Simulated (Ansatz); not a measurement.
Start from CdSe in the zinc blende structure (space group F-43m, No. 216; a = 6.1964 Å).

(Cell as relaxed with PBE.)

Levels (all Ansatz, a first-principles code, PAW, earlier PAW set): PBE (420 eV, no SOC); r2SCAN (500 eV, spin-orbit coupling left out).

Each level relaxes its own structure.

| base | PBE | r2SCAN |
|---|---|---|
| volume per atom | 29.74 Å³ | 28.84 Å³ |
| lattice parameter a | 11.710 bohr | 11.590 bohr |
| band gap | 0.49 eV | 1.03 eV |

Perturbation: Te takes the place of Se on all its sites, then cell and atoms are relaxed.

```csv
quantity,PBE,r2SCAN
band gap,0.58 eV,___
lattice parameter a,12.507 bohr,___
```

Predict the r2SCAN column.


- band gap, r2SCAN: 1.16 eV
- lattice parameter a, r2SCAN: 12.394 bohr

PBE's band gap lies 0.58 eV below r2SCAN's; PBE's lattice parameter a lies 0.113 bohr above r2SCAN's (0.9 %). Neither level is exact; r2SCAN is the comparison here, not a measurement.

With Te present, leaving out spin-orbit coupling can change the band edges. Whether these cells are dynamically stable was not tested.
